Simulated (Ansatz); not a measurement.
Nb under a change: biaxial strain −1.00 %, plane normal [001], relaxed out of plane

Take Nb in the bcc (W type) structure (space group Im-3m, No. 229; a = 3.304 Å; relaxed with 0.1 eV smearing) as the base. Axes: x, y, z lie along the cube axes.

Perturbation: biaxial strain −1.00 %, plane normal [001], relaxed out of plane (Cartesian); in-plane vectors clamped, the third vector and the atoms free.

Calculations: Ansatz (a quantum-chemistry and plane-wave program) r2SCAN, spin-orbit coupling left out. k-mesh 28×28×28 (Γ-centred); smearing 0.1 eV (Fermi–Dirac).

| quantity | base | changed | shift |
|---|---|---|---|
| volume per atom | 18.04 Å³ | 17.87 Å³ | -0.17 Å³ |
| shortest interatomic distance | 2.862 Å | 2.853 Å | -0.009 Å |
| energy relative to the base (free energy F) | 0 meV/atom | +2.8 meV/atom | +2.8 meV/atom |
| band gap | zero | zero | – |
| out-of-plane strain | – | +1.08 % | – |
| ratio −ε⊥/ε∥ | – | 1.08 | – |
| mean in-plane stress (compression positive) | – | +2.5 GPa | – |

Final structure (turned so that z lies along the plane normal):

```
Nb
1.0
    3.27142     0.00000     0.00000
    0.00000     3.27142     0.00000
    1.63571    -1.63571     1.67005
Nb
1
Direct
  0.00000   0.00000   0.00000
```

Cost of the whole job for the changed cell (relaxation, final SCF and bands): about 2.8 core-minutes (a rough figure).

Stability against distortions was not tested. All final runs are without spin polarisation.
